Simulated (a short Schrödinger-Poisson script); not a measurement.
Structure: MOS inversion layer, SiO2 on p-type Si(110), at 300 K.

From the gate side: 1.4 nm SiO2; 290 nm Si, acceptors 2.2e18 cm⁻³.

The device is made up for the run: typed textbook-type constants, with dimensions and the other settings drawn at random. SiO2: permittivity 3.9, conduction-band edge (eV) 3.15, gap (eV) 9, electron mass (mₑ) 0.5. Si: permittivity 11.7, conduction-band edge (eV) 0, gap (eV) 1.124, Nv at 300 K (cm⁻³) 3.1e19.

Channel valleys (confinement mass, in-plane density-of-states mass, number): Δ4 0.315, 0.324, 4; Δ2 0.19, 0.417, 2. At the gate the conduction-band edge of layer 1 lies 3.24 eV − eVg above the Fermi level of the channel; the field vanishes at the back. Gaps are held at their typed values at every temperature. Mesh 0.03 nm at interfaces.

Solved with a short Schrödinger-Poisson script written for these runs: 1D Poisson equation in equilibrium, electrons quantum, Hartree (BenDaniel-Duke, 12 states a valley, the channel's in-plane mass for all, wave functions ending at the dielectric), parabolic valleys, classical holes, full ionisation, no traps, pinning or gate leakage.

```tsv
Vg (V)	electrons (cm⁻²)	C (μF/cm²)	Δ4 E0 (meV from the Fermi level)	Δ2 E0 (meV from the Fermi level)
0.4	1.12e9	0.369	247.7	285.1
0.45	5.07e9	0.378	208.5	246.5
0.5	2.24e10	0.437	169.9	208.6
0.55	8.80e10	0.632	134.4	173.7
0.6	2.62e11	0.963	106.1	146.0
0.65	5.61e11	1.25	86.0	126.7
0.7	9.51e11	1.43	72.0	113.5
0.75	1.40e12	1.55	61.6	104.0
0.8	1.88e12	1.62	53.5	96.7
0.85	2.39e12	1.68	46.8	90.9
0.9	2.91e12	1.71	41.2	86.2
0.95	3.44e12	1.75	36.3	82.1
1	3.99e12	1.77	32.0	78.7
1.05	4.54e12	1.79	28.1	75.6
1.1	5.10e12	1.81	24.5	72.9
1.15	5.67e12	1.82	21.3	70.5
```

Gate voltages with under 1e9 electrons/cm² are left out.

**Question.** At Vg = 1.15 V the lowest Δ4 subband lies at 21.3 meV from the Fermi level. How many electrons does it hold, and what share of all?

**Answer.** The two-dimensional density of states is g m/(πħ²) = 5.41e11 cm⁻² meV⁻¹ (both spins), kT = 25.9 meV, so n = D kT ln(1 + exp(−E/kT)) = 5.09e12 cm⁻², 0.90 of the 5.67e12 cm⁻² in all.

**Question.** Compare the slope of the sheet density between 1.05 and 1.15 V with the geometric capacitance of the layers between gate and channel.

**Answer.** q Δn/ΔV = 1.81 μF/cm²; ε0/Σ(t/ε) = 2.47 μF/cm². The ratio is 0.73: the channel acts as a further capacitance in series.
